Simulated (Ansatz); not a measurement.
The structure below was relaxed with Ansatz (a program for electronic structure), r2SCAN, PAW, cutoff 500 eV, no SOC, earlier PAW set.

```xyz
2
Lattice="0.0000 2.9539 2.9539 2.9539 0.0000 2.9539 2.9539 2.9539 0.0000" Properties=species:S:1:pos:R:3 pbc="T T T"
P      1.4769     1.4769     1.4769
In     0.0000     0.0000     0.0000
```

### Question
Find the space group and the Wyckoff positions.

### Answer
Space group F-43m (No. 216); a = 5.9077 Å, b = 5.9077 Å, c = 5.9077 Å, α = 90.00°, β = 90.00°, γ = 90.00°

```json
[
 {"atom": "P", "site": "4d", "symmetry": "-43m", "x": "0.7500", "y": "0.7500", "z": "0.7500"},
 {"atom": "In", "site": "4a", "symmetry": "-43m", "x": "0.0000", "y": "0.0000", "z": "0.0000"}
]
```

No phonon test of stability was made. The cell was made from BP by this change: B → In.
